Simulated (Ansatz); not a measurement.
Input:

```xyz
2
Lattice="3.1957 0.0000 0.0000 -1.5978 2.7675 0.0000 0.0000 0.0000 5.0806" Properties=species:S:1:pos:R:3 pbc="T T T"
Zr     1.5978     0.9225     3.8105
Zr     0.0000     1.8450     1.2702
```

No spin polarisation.

Level of theory: r2SCAN (Ansatz, a quantum-chemistry and plane-wave program; PAW; 500 eV plane waves; no spin-orbit coupling). Settings: 20×20×11 k-points, 0.1 eV Fermi–Dirac smearing.

Q: Predict the space group.

A: P6_3/mmc (No. 194).

Q: Predict the pressure (mean of the normal stresses, compression positive).

A: 4.6 GPa.

Q: Predict the band gap.

A: Zero.

The cells carry an imposed strain or load. No phonon test of stability was made. The final runs are not spin-polarised. The cell was made from Zr in the hcp (Mg type) structure (space group P6_3/mmc, No. 194) by this change: isotropic strain −1.50 %.
